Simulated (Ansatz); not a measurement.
# Al2O3: band gap against strain

Al2O3 (corundum, R-3c, 8.761 Å³/atom at rest, c along z) under an equal strain ε in the (0001) plane with the normal axis free, as in a coherent film. PBE in Ansatz, a plane-wave DFT program (PAW, default set), 420 eV, 8×8×8 Γ-centred mesh, Fermi-Dirac smearing 0.05 eV; ions are relaxed within the symmetry of each cell. Gaps are the smallest over the k-mesh and a band path, without spin-orbit coupling; in all rows the valence edge lies at about 0.1 Å⁻¹ from Γ and the conduction edge at Γ.

Here s stands for strain and Eg for gap.

```
strain (%)  gap (eV)
----------  --------
-3.00              ?
-2.25           6.25
-1.50           6.13
-0.75           6.00
0.00            5.85
```

Question: Fit Eg against s with a straight line, and predict the withheld value at s = -3.00.

Answer: Means: s -1.1250, Eg 6.057. About the means, the sum of products is -0.49875 and the sum of squares of s is 2.8125; the slope is their ratio. Least squares gives Eg = 5.858 - 0.1773·s. Residuals (row less fit): -0.007, 0.006, 0.009, -0.008; standard error 0.011 (degrees of freedom: 2). Over these rows the gap moves by -18 ± 0.6 eV per unit strain. At the withheld row, Eg = 5.858 - 0.1773 × (-3.00) = 6.390 eV. The calculation gives 6.35 eV, 0.040 eV below the prediction (8.0 % of the range of Eg in the table). The row lies outside the fitted rows, so this is an extrapolation. From the scatter of the fitted rows alone, a prediction at this place has a standard error of 0.017 eV, so the miss is 2.4 times that.

One order more, fitted to all 5 runs of the series, follows each within 0.01, so the miss is the next term of a smooth law. Rows are the converged runs of the series near zero and its far end; series whose fitted rows scatter by over a few per cent of the range, as at a crossing or softening among them, aren't shown in this form. Most that stay on the fit to the last digits aren't either.
